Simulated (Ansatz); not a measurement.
## Response to strain in BeS

Start from BeS in the zinc blende structure (space group F-43m, No. 216; a = 4.838 Å). Axes: x, y, z lie along the cube axes.

Strains are applied to the cell and any free atomic positions relax; under biaxial strain the out-of-plane vector relaxes too.

Computed with PBEsol (Ansatz, an electronic-structure program; PAW; 420 eV plane waves; scalar-relativistic without spin-orbit coupling).

Notes on the quantities. energy relative to the base: free energy F.

| case | energy relative to the base | smallest direct gap | gap character | ratio −ε⊥/ε∥ |
|---|---|---|---|---|
| base | 0 meV/atom | 5.54 eV | – | – |
| biaxial strain −3.00 %, plane normal [001], relaxed out of plane | +15 meV/atom | 5.39 eV | indirect, Γ → X | 0.79 |
| biaxial strain −2.50 %, plane normal [001], relaxed out of plane | +10 meV/atom | 5.43 eV | indirect, Γ → X | 0.80 |
| biaxial strain −2.00 %, plane normal [001], relaxed out of plane | +6.4 meV/atom | 5.44 eV | indirect, Γ → X | 0.80 |
| biaxial strain −1.00 %, plane normal [001], relaxed out of plane | +1.6 meV/atom | 5.51 eV | indirect, Γ → X | 0.80 |
| biaxial strain +0.50 %, plane normal [001], relaxed out of plane | +0.4 meV/atom | 5.52 eV | indirect, Γ → M | – |
| biaxial strain +1.00 %, plane normal [001], relaxed out of plane | ? | ? | indirect, Γ → M | 0.83 |
| biaxial strain +1.50 %, plane normal [001], relaxed out of plane | +3.3 meV/atom | 5.45 eV | indirect, Γ → M | 0.83 |
| biaxial strain +2.50 %, plane normal [001], relaxed out of plane | +9.0 meV/atom | 5.37 eV | indirect, Γ → M | 0.84 |
| biaxial strain +3.00 %, plane normal [001], relaxed out of plane | +13 meV/atom | 5.30 eV | indirect, Γ → M | 0.84 |

Some entries are withheld; estimate them.


- biaxial strain +1.00 %, plane normal [001], relaxed out of plane, energy relative to the base: +1.5 meV/atom
- biaxial strain +1.00 %, plane normal [001], relaxed out of plane, smallest direct gap: 5.48 eV

Stability against distortions was not tested. k-point labels follow each cell's own Brillouin zone.
